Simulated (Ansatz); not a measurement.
The parent structure is BeS in the zinc blende structure (space group F-43m, No. 216; a = 4.8380 Å). Axes: x, y, z lie along the cube axes.

It is then changed as follows: the cell is compressed by 4.29 % along x with no lateral relaxation, atoms relaxed at fixed cell.

Levels (all Ansatz, an electronic-structure program, PAW): PBEsol (420 eV, no spin-orbit coupling); PBEsol+SOC (420 eV, noncollinear with spin-orbit coupling).

The geometry is relaxed with PBEsol.

```
Property                                      Value
----------------------------  ---------------------
PBEsol valence-band top at Γ  0.00, -0.22, -0.22 eV
PBEsol band gap                             2.42 eV
PBEsol pressure                            4.59 GPa
```

Problem. How does going to PBEsol+SOC change the valence-band top at Γ, band gap and pressure?

Solution. The valence-band top at Γ (three highest Kramers pairs, from the VBM) goes from 0.00, -0.22, -0.22 eV to 0.00, -0.20, -0.27 eV; the band gap is still 2.42 eV; the pressure remains 4.59 GPa.

Single points use the geometry relaxed with PBEsol. The spin-orbit shifts are approximate. The cells carry an imposed strain or load. Stability against distortions was not tested.
